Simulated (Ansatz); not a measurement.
Input:

```yaml
crystal:
  lattice:
    - [3.91270, 0.00000, 0.00000]
    - [0.00000, 5.53339, 0.00000]
    - [0.00000, 2.76670, 2.76670]
  atoms:
    - { symbol: Sr, position: [0.00000, 0.00000, 0.00000] }
    - { symbol: Ti, position: [0.50000, 0.50000, 0.00000] }
    - { symbol: O, position: [0.50000, 0.50000, 0.50000] }
    - { symbol: O, position: [0.50000, 0.00000, 0.50000] }
    - { symbol: O, position: [0.00000, 0.50000, 0.00000] }
```

Space group of this cell: Pm-3m, cubic perovskite. The cell is taken as given; by r2SCAN its mean pressure is -0.8 GPa.

Level of theory: r2SCAN (plane waves, PAW; Ansatz, a quantum-chemistry and plane-wave program).

The current runs along the normal of the first two printed vectors; no spin-orbit coupling. Scaled by the factor s: all lengths (ions clamped). The meshes follow the cell: 12×12×12 and 8×6 across at s = 0.98, 12×12×12 and 8×6 across at s = 1.00, 10×10×10 and 8×6 across at s = 1.02.

```tsv
s	mean pressure (GPa)	band gap (eV)
0.98	12.0	?
1.00	-0.8	2.25
1.02	-10.5	2.11
```

Task: Take the slope of the band gap against ln s from the two given rows, extrapolate to s = 0.98, and say what the run there gives.

Result: Slope = (2.11 − 2.25) / ln 1.02 = -7.07 eV. The line gives 2.25 + (-7.07) × ln 0.98 = 2.39 eV. The run gives 2.39 eV, as the line does.
